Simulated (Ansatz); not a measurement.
**Defect calculation: C on the Si site + 1 H in silicon**

The numbers are results of PBE, PAW (plane waves to 420 eV; Ansatz, an electronic-structure program), not measurements. The supercell holds 64 host sites (2×2×2 repeats of the unit cell), with a 2×2×2 shifted k-point sampling for the final energies. Sites at the start: the Si site; H at the bond centre. Energies of charged states are corrected for periodic images (point charge plus alignment at distant sites). Dielectric constants: PBE linear response of the host. Host gap at this level: 0.61 eV. A cell of this size leaves errors of a few tenths of an eV. The semilocal functional narrows the gap, so deep levels can fall outside it. Spin–orbit coupling is left out. Each state is the lowest found from its start.

Formation energies E_f are given with the Fermi level at the valence-band maximum. Chemical conditions: impurity bounded by its compound with the host (Δμ(Si) = 0.00 eV, Δμ(H) = 0.00 eV, Δμ(C) = -0.41 eV, bounded by 6H silicon carbide; H taken from its element, since no compound that bounds it was computed at this level; only phases computed here count, gases as isolated molecules at 0 K). Reference phases: C: graphite, H: H2 molecule in a box, Si: silicon.

| charge | moment (μB) | point group | largest move off a lattice site (Å) | image correction with alignment (eV) | E_f, impurity bounded by its compound with the host (eV) |
|---|---|---|---|---|---|
| +1† | not spin-polarised | – | 0.56 | 0.04 | – |
| 0 | 1.0 | C3v | 0.47 | 0.00 | 2.52 |
| −1† | not spin-polarised | – | 0.47 | 0.18 | – |

† Not settled in this cell, so no level is given: charge +1: carriers not clearly localised, level within 0.1 eV of a band edge or past it; charge −1: level within 0.1 eV of a band edge or past it.

Point groups are those of the whole cell at tolerances of 0.03 and 0.1 Å ("near" where only the looser one holds); none is given for unsettled states.

No other site or start that was run ended lower by more than 0.1 eV.
